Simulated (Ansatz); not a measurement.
What pressure 75 GPa does to CdS

The reference is CdS in the zinc blende structure (space group F-43m, No. 216; a = 5.878 Å).

Modification: a hydrostatic pressure of 75 GPa.

Computed with r2SCAN (Ansatz, a first-principles code; PAW; 500 eV plane waves; without spin-orbit coupling). k-mesh 10×10×10 (Γ-centred); smearing 0.05 eV (Fermi–Dirac).

The volume per atom shrinks by 9.225 Å³, from 25.38 Å³ to 16.16 Å³ and the density increases by 2.698 g/cm³ (4.73 g/cm³ → 7.42 g/cm³). The lattice parameter a decreases by 0.822 Å, from 5.878 Å to 5.056 Å and the shortest interatomic distance shrinks by 0.356 Å (2.545 Å → 2.189 Å). The band gap rises by 0.744 eV to 2.29 eV and the gap character is still direct at Γ. The electron mass changes from 0.15 mₑ (at Γ) to 0.20 mₑ (at Γ) and the hole mass (degenerate bands, along [100]) goes from 0.16, 0.78, 0.78 mₑ (at Γ) to 0.22, 0.43, 0.43 mₑ (at Γ). The valley order (the lowest conduction-band minima on the path, energy above the VBM, named in the base's zone) goes from Γ 1.54 eV; L along ⟨111⟩ 3.44 eV; X along ⟨100⟩ 3.89 eV to Γ 2.29 eV; X along ⟨100⟩ 2.87 eV; L along ⟨111⟩ 3.61 eV.

Final structure:

```xyz
2
Lattice="0.0000 2.5281 2.5281 2.5281 0.0000 2.5281 2.5281 2.5281 0.0000" Properties=species:S:1:pos:R:3 pbc="T T T"
S      1.2640     1.2640     1.2640
Cd     0.0000     0.0000     0.0000
```

Load acts through the strain it causes; cell and atoms are relaxed under it. Effective masses come from finite differences of ±0.01 Å⁻¹. Stability against distortions was not tested. Tetrahedral semiconductors of this kind turn to denser phases somewhere between about 1 and 50 GPa; those were not computed, so compressed cells here can lie past the real transition.
